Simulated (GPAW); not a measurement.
Band structure of AlN (F-43m, 2 atoms in the cell).

```
AlN
1.0
    0.00000     2.18399     2.18399
    2.18399     0.00000     2.18399
    2.18399     2.18399     0.00000
Al N
1 1
Direct
  0.00000   0.00000   0.00000
  0.75000   0.75000   0.75000
```

Method of the run: PBE, GPAW PAW datasets PBE (gpaw-data 1.0.1) (plane waves; GPAW 25.7.0).

Settings: mode = pw; ecut = 950 eV; xc = PBE; kpts = 9 9 9; mesh shift (steps) = 0 0 0; occupations.name = fermi-dirac; occupations.width = 0 eV; nbands = -4; convergence.bands = -2; symmetry.symmorphic = false; symmetry.tolerance = 0.0005; maxiter = 150; bandpath_npoints = 40.

The starting cell comes from a database of computed structures (which also holds hypothetical and non-ambient phases and stackings), without a prior relaxation at this level.

Task: Predict the gap along the standard path and the places of the band edges.

Result: The gap along the path is 3.31 eV, from Γ to X; the smallest direct gap on it is 4.21 eV.

Levels in eV from the top of the valence band on the SCF mesh, bands 1 to 8:
| point | 1 | 2 | 3 | 4 | 5 | 6 | 7 | 8 |
|---|---|---|---|---|---|---|---|---|
| Γ | -14.98 | 0.00 | 0.00 | 0.00 | 4.21 | 12.57 | 12.57 | 12.57 |
| X | -12.29 | -4.90 | -1.78 | -1.78 | 3.31 | 8.61 | 13.96 | 15.73 |
| W | -12.24 | -3.78 | -3.44 | -2.70 | 6.04 | 11.43 | 11.98 | 12.18 |
| K | -12.31 | -4.26 | -3.64 | -1.37 | 5.16 | 10.11 | 13.08 | 14.18 |
| L | -12.93 | -5.86 | -0.48 | -0.48 | 7.39 | 9.87 | 11.14 | 11.14 |
| U | -12.31 | -4.26 | -3.64 | -1.37 | 5.16 | 10.11 | 13.08 | 14.18 |
